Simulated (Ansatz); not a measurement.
By PBEsol, the system below comes out a metal.

Without scattering a metal conducts by its projected Fermi surface.

Here is the system:

```yaml
crystal:
  lattice:
    - [2.79369, 0.00000, 0.00000]
    - [0.00000, 2.79369, 0.00000]
    - [0.00000, 0.00000, 3.58161]
  atoms:
    - { symbol: Cu, position: [0.50000, 0.50000, 0.50000] }
    - { symbol: Au, position: [0.00000, 0.00000, 0.00000] }
```

Space group of this cell: P4/mmm. The cell is strained (lengths across the current scaled by 0.98, ions clamped); by PBEsol its mean pressure is 3.0 GPa.

The current flows along the normal of the first two printed cell vectors, the (001) (indices of the unstrained crystal) plane of the conventional cell. No spin-orbit coupling; the value is a mean over 0.1 eV about the Fermi level.

Question: Estimate the ballistic conductance per area that PBEsol run with Ansatz (a first-principles code) returns for this system.

Answer: 0.88 × 10¹⁵ S/m² for both spins.
